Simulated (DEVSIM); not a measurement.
Structure: abrupt GaSb p-n junction, at 350 K.

Layer 1 from the left is GaSb, thickness (μm) 4.80, Na (cm⁻³) 1.7e15, τn (s) 9e-9, τp (s) 9e-9. Layer 2 from the left is GaSb, thickness (μm) 0.980, Nd (cm⁻³) 1.5e15, τn (s) 9e-9, τp (s) 9e-9.

Left contact: ohmic. Right contact: ohmic. Voltage is applied to the left contact. Recombination: SRH at mid-gap, radiative, Auger. Mobility is constant in doping.

Constants are typed, rounded textbook-type inputs, not results; the design itself was drawn at random and stands for no fabricated device. Values at 300 K; Nc and Nv go as T^1.5, mobilities as T to minus their exponent, the gap by Varshni's rule with the affinity fixed.

GaSb: gap (eV) 0.726, affinity (eV) 4.06, permittivity 15.7, Nc (cm⁻³) 2.1e17, Nv (cm⁻³) 1.8e19, μn (cm²/Vs) 5000, μp (cm²/Vs) 850, T exponent of μn 2, T exponent of μp 1.7, B (cm³/s) 1e-10, Cn (cm⁶/s) 5e-30, Cp (cm⁶/s) 5e-30, Varshni α (eV/K) 0.00042, Varshni β (K) 140.

Question: Estimate by hand the built-in potential, the peak field at zero bias, and compare with a numerical solution.

Answer: 
- Built-in potential: ni = √(Nc Nv) exp(−Eg/2kT) = 1.99e13 cm⁻³ with Eg = 0.707 eV; Vbi = kT/q ln(Na Nd/ni²) = 0.264 V; numerical 0.264 V.
- Peak field at zero bias: depletion approximation: W = √(2εVbi/(qN)) = 0.759 μm with N = 7.97e14 cm⁻³; field = 2Vbi/W = 6970 V/cm; numerical 6150 V/cm (estimate above by 13 %).

Model (solved in DEVSIM): 1D drift-diffusion, Boltzmann statistics, complete ionisation; no tunnelling, impact ionisation, image-force lowering or self-heating.
